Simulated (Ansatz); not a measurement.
Structures of equal composition on the (111) surface of fcc Ir: a layer of Pd in place of the second plane; a layer of Pd in place of the third plane. The slabs share one bottom face, and each structure is named by its start. These are constructed structures in small cells; real faces may alloy, dewet or reconstruct in larger ones, and not all known structures of the face are among them. Slabs of about 11 Å, Fermi-Dirac smearing of 0.1 eV. Bottom of the slabs: a bare face, its two planes held. Relaxed from the named starts with such symmetry as they have, on meshes of like density; energies extrapolated to zero smearing; spin only where a row says so; no spin-orbit coupling, no U. Brackets mark spin-polarised runs, whose order is one that fits the cell.

Method: PBE (plane waves to 420 eV, PAW; Ansatz, a quantum-chemistry and plane-wave program).

**Question.** Put the candidates in order of energy per 1x1 cell, lowest first, for PBE.

**Answer.** a layer of Pd in place of the third plane (0.000 eV), a layer of Pd in place of the second plane (0.029 eV)
